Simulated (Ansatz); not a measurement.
Ansatz (an electronic-structure program) run on Si4Ir4Ca3 (I-43m, 11 atoms in the cell): self-consistent single point.

Level of theory: PBEsol, default PAW files made with PBE (plane waves; Ansatz).

```yaml
crystal:
  lattice:
    - [-3.78532, 3.78532, 3.78532]
    - [3.78532, -3.78532, 3.78532]
    - [3.78532, 3.78532, -3.78532]
  atoms:
    - { symbol: Si, position: [0.63120, 0.63120, 0.63120] }
    - { symbol: Si, position: [0.36880, 0.00000, 0.00000] }
    - { symbol: Si, position: [0.00000, 0.00000, 0.36880] }
    - { symbol: Si, position: [0.00000, 0.36880, 0.00000] }
    - { symbol: Ir, position: [0.27562, 0.27562, 0.27562] }
    - { symbol: Ir, position: [0.72438, 0.00000, 0.00000] }
    - { symbol: Ir, position: [0.00000, 0.00000, 0.72438] }
    - { symbol: Ir, position: [0.00000, 0.72438, 0.00000] }
    - { symbol: Ca, position: [0.00000, 0.50000, 0.50000] }
    - { symbol: Ca, position: [0.50000, 0.00000, 0.50000] }
    - { symbol: Ca, position: [0.50000, 0.50000, 0.00000] }
```

Reference input (self-consistent single point, DFT, PBEsol, plane waves, default PAW files made with PBE): kpoints.mp_grid.grid = 3 3 3; hamiltonian.xc = pbesol; hamiltonian.pseudopotentials = {kind: paw} (the program's default PAW files); scf.occupations.method = fermi_dirac; scf.occupations.width = 0.1 eV. This run's input differs from it in these lines:

Ansatz 0.2 input:
```diff
@@ -19,3 +19,3 @@
 kpoints:
-  mp_grid: { grid: [3, 3, 3] }
+  mp_grid: { grid: [4, 4, 4] }
 hamiltonian:
@@ -24,3 +24,3 @@
 scf:
-  occupations: { method: fermi_dirac, width: 0.1 }
+  occupations: { method: fermi_dirac, width: 0.3 }
 output:
```

Log, with long lists cut:

```
SCF iter   1: F=—  HF=-55073.270123 eV  |F-HF|=—  |Δ(HF+E_count)|=         —  Δρ=3.99e-3  dr2=3.01e-2  ethr=1.77e-3  ⟨swp⟩=8.8  Hψ=2627  notcnv=0
all-band conjugate gradients solve this SCF's bands
preconditioner: auto → Kerker (q_TF=auto, 2.451 Å⁻¹)
SCF iter   2: F=—  HF=-55073.269995 eV  |F-HF|=—  |Δ(HF+E_count)|=   1.28e-4  Δρ=1.83e-3  dr2=9.50e-3  ethr=2.64e-5  ⟨swp⟩=2.0  Hψ=874  notcnv=0
   [... lines left out ...]
SCF iter   5: F=—  HF=-55073.268204 eV  |F-HF|=—  |Δ(HF+E_count)|=   1.23e-5  Δρ=8.30e-5  dr2=4.40e-5  ethr=1.64e-7  ⟨swp⟩=2.0  Hψ=635  notcnv=0
SCF iter   6: F=—  HF=-55073.268444 eV  |F-HF|=—  |Δ(HF+E_count)|=   2.39e-4  Δρ=2.75e-5  dr2=3.88e-6  ethr=3.86e-8  ⟨swp⟩=2.0  Hψ=621  notcnv=0
SCF iter   7: F=—  HF=-55073.268443 eV  |F-HF|=—  |Δ(HF+E_count)|=   6.17e-7  Δρ=7.72e-6  dr2=3.07e-7  ethr=3.40e-9  ⟨swp⟩=2.0  Hψ=622  notcnv=0
SCF iter   8: F=-55073.268443 eV  HF=-55073.268443 eV  |F-HF|=8.70e-9  |Δ(HF+E_count)|=   3.96e-8  Δρ=1.58e-6  dr2=1.13e-8  ethr=8.77e-11  ⟨swp⟩=6.5  Hψ=2080  notcnv=0
SCF 1 converged in 8 iterations: F = -55073.268443 eV  dr2 = 1.13e-8
Free energy (F): -55073.268443 eV
Internal energy: -55072.036450 eV  (E = F + TS)
E sigma→0 (E₀):  -55072.652446 eV
Entropy (-TS):   -1.231993 eV (-111.999 meV/atom)
Fermi energy:    11.893121 eV
--- Forces (eV/Å), atoms counted from 1 ---
  atom   1  Si     0.17275239     0.17275239     0.17275239
  atom   2  Si     0.17275239    -0.17275239    -0.17275239
  atom   3  Si    -0.17275239    -0.17275239     0.17275239
  atom   4  Si    -0.17275239     0.17275239    -0.17275239
  atom   5  Ir    -0.11527300    -0.11527300    -0.11527300
  atom   6  Ir    -0.11527300     0.11527300     0.11527300
  atom   7  Ir     0.11527300     0.11527300    -0.11527300
  atom   8  Ir     0.11527300    -0.11527300     0.11527300
   [... lines left out ...]
  atom  11  Ca     0.00000000     0.00000000    -0.00000000
--- Stress (GPa, compression-positive) ---
       -8.297758       0.000000       0.000000
        0.000000      -8.297758       0.000000
        0.000000       0.000000      -8.297758
  P = ⅓ Tr σ = -8.2978 GPa (-82.978 kbar)
  The stress holds the Pulay correction. Without it, at fixed plane waves, as pw.x and ABINIT print it: P = -8.3241 GPa
```

The run converged in 8 iterations. Against the reference run the free energy falls by 55.6 meV/atom, the pressure goes from -8.68 to -8.30 GPa and the largest force goes from 0.267 to 0.299 eV/Å.

The starting cell comes from a database of published, mostly measured structures (it also holds non-ambient and calculated ones), without a prior relaxation at this level. Its lattice was rescaled by a random factor within 2.5 % of one. Spin polarisation is off. With a pressure of about -8 GPa the cell is away from its equilibrium volume at this level. Ansatz's pressure includes its estimate of the finite-basis (Pulay) stress.
